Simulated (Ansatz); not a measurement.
**A computed series for CoPdO2: response to strain**

Consider CoPdO₂ (space group R-3m, No. 166; a = 2.826 Å, c = 17.754 Å (hexagonal axes); not spin-polarised; relaxed with 0.1 eV smearing).

Strains are applied to the cell and any free atomic positions relax.

All numbers come from DFT with r2SCAN, PAW potentials and a 500 eV plane-wave cutoff in Ansatz (an electronic-structure program), scalar-relativistic without spin-orbit coupling.

Notes on the quantities. energy relative to the base: free energy F.

```tsv
isotropic strain (%)	energy relative to the base (meV/atom)
-3.53	96.6
-3.19	77.8
-1.51	?
0	0.0
1.13	8.2
```

Problem. Fit ΔE = Aε² + Bε³ (ε in %) to the rows shown and predict the withheld row.

Solution. Least squares on the printed values gives A = 6.73 and B = -0.29 meV/atom (largest residual 0.1 meV/atom); this predicts 16.3 meV/atom, and the run gives 16.3 meV/atom, in agreement.

Whether these cells are dynamically stable was not tested. Seeded moments were not kept for the base. No Hubbard U is applied and the magnetic state is the run's own (CoPdO2 not spin-polarised; CoPdO2 non-magnetic); other magnetic orders, which need larger cells, were not tried and can change the gap. The final runs are not spin-polarised. An odd electron count without spin: CoPdO2.
